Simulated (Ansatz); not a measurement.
Problem. Name crystals whose electron-phonon coupling λ lies between 0.193 and 0.3 and whose logarithmic mean phonon energy lies between 11.2 and 17.5 meV, by PBEsol, DFPT electron-phonon coupling, linearised Boltzmann equation (Ansatz, an electronic-structure program).

Solution. Many crystals can fit; among those computed here:
- ScPd$_{3}$ (Pm-3m): 0.24, 14.0 meV
- NiSb (P6_3/mmc): 0.29, 14.5 meV
- Lu$_{3}$InN (Pm-3m): 0.21, 17.3 meV
- YRh$_{3}$B (Pm-3m): 0.25, 17.2 meV
- HfW$_{2}$ (Fd-3m): 0.21, 16.4 meV

Metals; harmonic phonons. Halving the electron mesh moves these values by up to 5 %; q meshes are mostly untested. Some of the runs warned that the eigensolver left states short of its tolerance. Spin-orbit coupling is left out.

Formula and space group known from diffraction (Crystallography Open Database), not checked to be the room-temperature form: HfW2 (Fd-3m), Lu3InN (Pm-3m), NiSb (P6_3/mmc), ScPd3 (Pm-3m), YRh3B (Pm-3m). Treated as nonmagnetic (a ferromagnetic start lost its moment, other orders weren't tried): NiSb (P6_3/mmc). The missing spin-orbit coupling matters most for HfW2 (Fd-3m), Lu3InN (Pm-3m).
